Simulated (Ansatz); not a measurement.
Consider Te (space group P3_121, No. 152; a = 4.624 Å, c = 5.904 Å; made of chains). Axes: x lies along a and z along c of the hexagonal cell.

All numbers come from DFT with r2SCAN, PAW potentials and a 500 eV plane-wave cutoff in Ansatz (a quantum-chemistry and plane-wave program), scalar-relativistic without spin-orbit coupling, earlier PAW set.

Before the change:

| Item | Value |
|---|---|
| Shortest interatomic distance | 2.827 Å |

Modification: biaxial strain +3.84 %, plane normal [001], relaxed out of plane (Cartesian); in-plane vectors clamped, the third vector and the atoms free.

Problem. Predict the new in-plane stress and shortest interatomic distance.

Solution. The mean in-plane stress (compression positive) is -0.5 GPa; the shortest interatomic distance shrinks by 0.021 Å to 2.806 Å.

Whether these cells are dynamically stable was not tested. No dispersion term is included, though the crystal is made of layers, chains or molecules, so its spacings can come out too wide.
